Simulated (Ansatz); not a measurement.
System: Cu3Sb (Pmmn, No. 59; cell taken from a computed entry). Method: PBEsol in Ansatz (plane waves, PAW).

Numerical settings: plane-wave cutoff 500 eV, 10×8×8 k mesh (along the axes of the cell as run), Fermi–Dirac smearing 0.05 eV, no spin polarisation, scalar-relativistic PAW data made under PBE.

Computed at the level's own relaxed cell.

Task: Predict the volume per atom.

Result: 
* **volume per atom**: 14.36 Å³/atom

The run finds no gap.

Note: the relaxation could not lower the start's symmetry, so the cell can be a saddle point above a distorted one.

Spin–orbit coupling is not included.

Computed values are for the static lattice.

Ansatz is an electronic-structure program.
